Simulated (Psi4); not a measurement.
Psi4 1.11, PBE0/def2-svpd: Cu(Br)(OH2) ([OH2]->[Cu][Br]), 5 atoms. The geometry is a generated start, not checked to be a minimum at this level.

```json
{
  "task": "energy",
  "method": "pbe0",
  "basis": "def2-svpd",
  "memory": "3 GB",
  "maxiter": "100",
  "keys_of_the_molecule_block": "symmetry c1",
  "scf_type": "df (default)",
  "diis_max_vecs": "10 (default)",
  "e_convergence": "1e-06 (default)",
  "d_convergence": "1e-06 (default)",
  "dft_radial_points": "75 (default)",
  "dft_spherical_points": "302 (default)",
  "basis_functions": "114",
  "grid_points": "109264"
}
```

```xyz
5

Cu    -0.1024     0.7470    -0.4680
Br    -0.1651     2.5995    -1.6289
O     -0.1984    -0.9270     0.5613
H      0.1831    -0.7960     1.4385
H      0.2828    -1.6235     0.0972
```

Charge 0 and multiplicity 1 are set for this test and not shown to be the ground state.

With the defaults (diis = true, scf_initial_accelerator = adiis, damping_percentage = 0, diis_start = 1, soscf = false, soscf_start_convergence = 0.01, guess = auto, which took SAD) it converges in 11 SCF iterations. One run each on 2 threads, with these changes:
- diis_start = 4
- guess = huckel
- guess = gwh
- damping_percentage = 20
- guess = sadno
- soscf = true, soscf_start_convergence = 0.1
- guess = core
- diis = false, scf_initial_accelerator = none, damping_percentage = 60
- soscf = true, soscf_start_convergence = 0.001

Task: Which runs fail or end elsewhere than the default run?

Result: No convergence: diis = false, scf_initial_accelerator = none, damping_percentage = 60 (the run ends without SCF convergence in 100 iterations). The rest reach the solution of the defaults.

```
setting                                                                SCF iterations  JK calls             end
---------------------------------------------------------------------  --------------  --------  --------------
soscf = true, soscf_start_convergence = 0.1                                         9        40   same solution
soscf = true, soscf_start_convergence = 0.001                                       9        20   same solution
guess = huckel                                                                     10        36   same solution
the defaults                                                                       11        12   same solution
guess = sadno                                                                      11        11   same solution
guess = core                                                                       16        16   same solution
guess = gwh                                                                        18        18   same solution
diis_start = 4                                                                     21        22   same solution
damping_percentage = 20                                                            24        25   same solution
diis = false, scf_initial_accelerator = none, damping_percentage = 60             100       101  no convergence
```

An SOSCF iteration holds several JK calls; a Hückel guess adds calls on atoms. 1 further run of the study ended by our limits or in an error and is left out.
